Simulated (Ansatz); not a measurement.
## Short convergence ladders for a (001) slab of HgPPt5 (cut from a parent of space group no. 123; 7 atoms in the cell)

```yaml
crystal:
  lattice:
    - [3.95873, 0.00000, 0.00000]
    - [0.00000, 3.95873, 0.00000]
    - [0.00000, 0.00000, 19.04981]
  atoms:
    - { symbol: Hg, position: [0.50000, 0.50000, 0.63254] }
    - { symbol: P, position: [0.00000, 0.00000, 0.44236] }
    - { symbol: Pt, position: [0.00000, 0.50000, 0.36746] }
    - { symbol: Pt, position: [0.00000, 0.50000, 0.51726] }
    - { symbol: Pt, position: [0.50000, 0.00000, 0.36746] }
    - { symbol: Pt, position: [0.50000, 0.00000, 0.51726] }
    - { symbol: Pt, position: [0.00000, 0.00000, 0.63254] }
```

Base method: PBEsol, default PAW files made with PBE (plane waves; Ansatz, a first-principles code).

Base settings: basis.ecutwfc = 30.9 Ry; kpoints.mp_grid.grid = 8 8 1; hamiltonian.xc = pbesol; hamiltonian.pseudopotentials = {kind: paw} (the program's default PAW files); scf.occupations.method = gaussian; scf.occupations.width = 0.0073 Ry.

The count of work is k-points × plane waves × bands × iterations; it is no time. Core times come from one kind of shared machine, to one figure; runs under 30 s give none.

**The vacuum**

The mesh stays at the base's, so the ladder's end is converged at best in this setting alone.

Only quantities that move along the ladder and can be compared are tabulated.

```csv
vacuum between outermost atoms (Å),free energy less the last step's (meV/atom),largest difference of a force vector from the last step's (eV/Å),count of work / last
3.0,-197.57,1.278,0.20
4.0,-57.89,0.358,0.23
5.0,-14.09,0.125,0.29
6.0,-3.48,0.038,0.32
7.0,-1.17,0.009,0.34
8.0,-0.49,0.004,0.37
10.0,-0.17,0.002,0.43
12.0,-0.11,0.001,0.49
14.0,-0.08,0.001,0.54
17.0,-0.05,0.001,0.63
20.0,-0.03,0.000,0.63
25.0,-0.01,0.000,0.76
30.0,0.00,0.000,1.0
```

Smallest vacuum between outermost atoms (Å) that holds the forces within 0.01 eV/Å of the last step, with all finer ones: 7.0, at 0.34 of the last step's count of work; the step before is off by 0.038 eV/Å.

Smallest vacuum between outermost atoms (Å) that holds the free energy within 2 meV/atom of the last step, with all finer ones: 7.0, at 0.34 of the last step's count of work; the step before is off by 3.5 meV/atom.

**The k-point mesh**

Only quantities that move along the ladder and can be compared are tabulated.

| kpoints.mp_grid.grid | free energy less the last step's (meV/atom) | largest difference of a force vector from the last step's (eV/Å) | count of work / last | core time / last (rough) |
|---|---|---|---|---|
| 2 2 1 | -32.05 | 0.357 | 0.057 | – |
| 3 3 1 | -11.22 | 0.292 | 0.057 | – |
| 4 4 1 | -26.35 | 0.153 | 0.091 | – |
| 5 5 1 | 5.07 | 0.194 | 0.091 | – |
| 6 6 1 | 3.29 | 0.043 | 0.15 | – |
| 7 7 1 | 1.02 | 0.057 | 0.17 | – |
| 8 8 1 | 2.46 | 0.032 | 0.26 | – |
| 10 10 1 | -1.26 | 0.024 | 0.36 | 0.7 |
| 11 11 1 | 0.62 | 0.018 | 0.32 | – |
| 13 13 1 | -0.06 | 0.007 | 0.42 | 0.8 |
| 16 16 1 | -0.07 | 0.005 | 0.68 | 0.8 |
| 18 18 1 | 0.16 | 0.007 | 0.83 | 0.8 |
| 21 21 1 | 0.00 | 0.000 | 1.0 | 1 |

Coarsest kpoints.mp_grid.grid that holds the free energy within 0.5 meV/atom of the last step, with all finer ones: 13 13 1, at 0.42 of the last step's count of work; the step before is off by 0.62 meV/atom.

Coarsest kpoints.mp_grid.grid that holds the forces within 0.02 eV/Å of the last step, with all finer ones: 11 11 1, at 0.32 of the last step's count of work; the step before is off by 0.024 eV/Å.

**The depth of the slab**

Surface energy = (E_slab − N e_bulk)/2A, with e_bulk from the bulk crystal on its finest mesh (225 k-points); errors per atom of slab and bulk, whose meshes differ, grow with N. The bulk cell stands at -7.7 GPa at this level, so the slab is strained in the plane.

The mesh stays at the base's, so the ladder's end is converged at best in this setting alone.

Only quantities that move along the ladder and can be compared are tabulated.

```tsv
atoms	unrelaxed surface energy (J/m²)	count of work / last	core time / last (rough)
7	1.671	0.10	–
14	1.683	0.32	0.2
21	1.690	0.55	0.5
28	1.696	1.0	1
```

State of the unrelaxed surface energy at the end of the ladder: still drifting one way, by 0.013 J/m² over the last two steps, so the last step is no safe reference.

On the base run: the starting cell comes from a database of computed structures (which also holds hypothetical and non-ambient phases and stackings), without a prior relaxation at this level. The slab is cut from that crystal, and its faces are unrelaxed. Its lattice was rescaled by up to half a per cent. Spin polarisation is off; with an odd number of electrons in the cell that forces a metal, and a magnetic state may lie lower. The two faces of this cut differ, and no dipole correction was used. In the base run, forces exceed 1 eV/Å.

Left out of this page: 1 run of the series outside the window shown, repeating another row's setting, or not comparable.

Keys are those of Ansatz 0.2.
